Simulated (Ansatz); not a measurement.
# Response to strain in SiC

Take SiC in the wurtzite structure (space group P6_3mc, No. 186; a = 3.076 Å, c = 5.048 Å) as the base.

Strains are applied to the cell and any free atomic positions relax.

Method: PBEsol in Ansatz (plane waves to 420 eV, PAW, no spin-orbit coupling).

```tsv
isotropic strain (%)	band gap (eV)
-3	1.95
-2.4	1.99
-1.8	?
-1.2	2.06
-0.6	2.09
0	2.12
```

**Question.** Fit E_g = E₀ + Dε (ε in %) to the rows shown and predict the withheld row.

**Answer.** Least squares on the printed values gives E₀ = 2.12 eV, D = 56.6 meV per % of strain (largest residual 0.00 eV); this predicts 2.02 eV, and the run gives 2.02 eV, in agreement.

Whether these cells are dynamically stable was not tested.

Ansatz is a program for electronic structure.
